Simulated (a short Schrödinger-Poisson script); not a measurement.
Stack: single GaAs/Al0.1Ga0.9As quantum well.

```csv
layer,material,thickness (nm)
1,Al0.1Ga0.9As,20
2,GaAs,10
3,Al0.1Ga0.9As,20
```

The device is made up for the run: typed textbook-type constants, with dimensions and the other settings drawn at random. GaAs: direct gap (eV) 1.424, conduction-band edge (eV) 0, electron mass (mₑ) 0.067, heavy-hole mass 0.377, light-hole mass 0.09. Al0.1Ga0.9As: direct gap (eV) 1.549, conduction-band edge (eV) 0.079, electron mass (mₑ) 0.0753, heavy-hole mass 0.387, light-hole mass 0.099.

The valence-band edge of each layer lies one gap below its conduction-band edge. The electron's potential energy rises along the stack by the applied field. Mesh 0.03 nm at interfaces.

Q: Estimate e1 and hh1 for infinitely high walls at zero field, and compare with the finite well.

A: ħ²π²/(2mL²) gives 56.1 meV for the electron and 10.0 meV for the heavy hole. The finite well gives 22.1 and 5.8 meV, 0.39 and 0.59 of the estimates, as the states reach into the barriers (11 % of e1 lies outside the well).

Solved with a short Schrödinger-Poisson script written for these runs: one-band effective-mass equation with BenDaniel-Duke matching, electrons, heavy and light holes apart, hard walls at the outer ends, one valence edge for both holes (no strain splitting), no charge, excitons, band mixing or non-parabolicity; under a field the levels are quasi-bound states of a box, listed while three quarters of their weight lies within 4 nm of the wells.
